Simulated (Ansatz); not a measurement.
Consider the following.

```
CELL_PARAMETERS angstrom
      0.00000     2.96760     3.12805
      2.96760     0.00000     3.12805
      2.96760     2.96760     0.00000
ATOMIC_POSITIONS crystal
  In 0.75000 0.75000 0.75000
  As 0.00000 0.00000 0.00000
```

Level of theory: PBEsol, rigid bands (plane waves, PAW, scalar-relativistic; Ansatz, an electronic-structure program). Condition of this run: biaxial stress xx = yy = 2 GPa (compression positive) (the target of the relaxation). Cell: cell and atoms relaxed with PBEsol, then loaded as said.

### Question
Is this a good metal at this level?

### Answer
No. No gap shows, but r2SCAN opens one on the same cell, so the missing gap may be the functional's error (that test had no spin-orbit coupling). N(E_F) = 0.0041 states/eV a cell at 300 K and the Drude plasma energy along the best axis is 0.23 eV, several times under that of a simple or noble metal.

Spin-orbit coupling is left out; it can open or close a small gap.
